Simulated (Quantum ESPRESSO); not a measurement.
## Quick settings and what they miss: HgTe (F-43m, 2 atoms in the cell)

Self-consistent single point.

```
CELL_PARAMETERS angstrom
      0.00000     3.33473     3.33473
      3.33473     0.00000     3.33473
      3.33473     3.33473     0.00000
ATOMIC_POSITIONS crystal
  Hg 0.00000 0.00000 0.00000
  Te 0.25000 0.25000 0.25000
```

Method: LDA (PW92), PseudoDojo standard norm-conserving (LDA) pseudopotentials (plane waves; Quantum ESPRESSO).

Base settings: ecutwfc = 85 Ry; occupations = smearing; smearing = gaussian; degauss = 0.0099958 Ry; potentials = {Hg: Hg.upf, Te: Te.upf}; K_POINTS = automatic 7 7 7 0 0 0; conv_thr = 1e-11 Ry.

Tight run (finer mesh or higher cutoff; not a proven limit): ecutwfc: 85 Ry → 119 Ry; conv_thr: 1e-11 Ry → 7.3e-11 Ry; K_POINTS: automatic 7 7 7 0 0 0 → automatic 10 10 10 0 0 0. It gave Fermi level (on the code's own zero) 7.18 eV; pressure -3.93 GPa.

Quick runs, as changes from the base:
- A: the base itself
- B: ecutwfc: 85 Ry → 59 Ry; degauss: 0.0099958 Ry → 0.0147 Ry; conv_thr: 1e-11 Ry → 7.3e-06 Ry; K_POINTS: automatic 7 7 7 0 0 0 → automatic 8 8 8 0 0 0
- C: ecutwfc: 85 Ry → 68 Ry; conv_thr: 1e-11 Ry → 7.3e-05 Ry; K_POINTS: automatic 7 7 7 0 0 0 → automatic 2 2 2 0 0 0
- D: ecutwfc: 85 Ry → 59 Ry; K_POINTS: automatic 7 7 7 0 0 0 → automatic 4 4 4 0 0 0
- E: ecutwfc: 85 Ry → 42 Ry; smearing: gaussian → methfessel-paxton; degauss: 0.0099958 Ry → 0.019992 Ry; K_POINTS: automatic 7 7 7 0 0 0 → automatic 8 8 8 0 0 0
- F: K_POINTS: automatic 7 7 7 0 0 0 → automatic 4 4 4 0 0 0

Energies are extrapolated to zero smearing width, which holds to low order in the width alone (under cold and Methfessel-Paxton smearing the free energy itself is taken).

Dashes: pressure of B, C, not trusted under this conv_thr with d or f elements; time of C, D, under 30 s.

The count of work is k-points × plane waves × bands × iterations; it is no time. Core times come from one kind of shared machine and are given to one figure; runs under 30 s give none.

The starting cell comes from a database of computed structures (which also holds hypothetical and non-ambient phases and stackings), without a prior relaxation at this level. Its lattice was rescaled by a random factor within 2.5 % of one. In the base run, with a pressure of about -4 GPa the cell is away from its equilibrium volume at this level. The run gives no clean gap (levels at the Fermi energy touch, overlap or are partly filled at this smearing), which alone does not show that the compound is a metal.

```
run  energy less tight (meV/atom)  pressure less tight (GPa)  count of work / tight  core time / tight (rough)
---  ----------------------------  -------------------------  ---------------------  -------------------------
A                             3.1                       0.01                   0.29                        0.2
B                           102.7                          –                   0.14                        0.2
C                           612.5                          –                  0.014                          –
D                           141.9                      -5.15                  0.067                          –
E                          6502.5                    -147.97                   0.15                        0.1
F                            41.4                       0.36                   0.13                       0.10
```

Among the runs at the tight run's level, the energy misses run from 3.1 to 6502.5 meV/atom.
